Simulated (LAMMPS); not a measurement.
MD of Cu (fcc) at zero pressure, 4000 atoms, as a liquid; each row is its own run.

Method: classical MD, pair style eam, the elements' _smf7.eam files (smf7); code LAMMPS.

| T (K) | viscosity (mPa s) |
|---|---|
| 1090 | 5.00 |
| 1900 | 1.88 |
| 2170 | 1.44 |

Problem. Fit an Arrhenius law, ln y = a + b / x, to these rows (x is the first column, y the second) and predict the run at x = 1490.

Solution. Least squares gives a = -0.81252 and b = 2648. The slope times kB gives an activation energy of 0.23 eV. At x = 1490 the fit predicts 2.62 mPa s. The run itself gave 2.9 ± 0.3 mPa s, so the fit is 8.4 % low, within the run's error.

Caution (row 1090): this liquid lies under the melting point of about 1240 K that EAM-type smf7 gives, so it is undercooled.
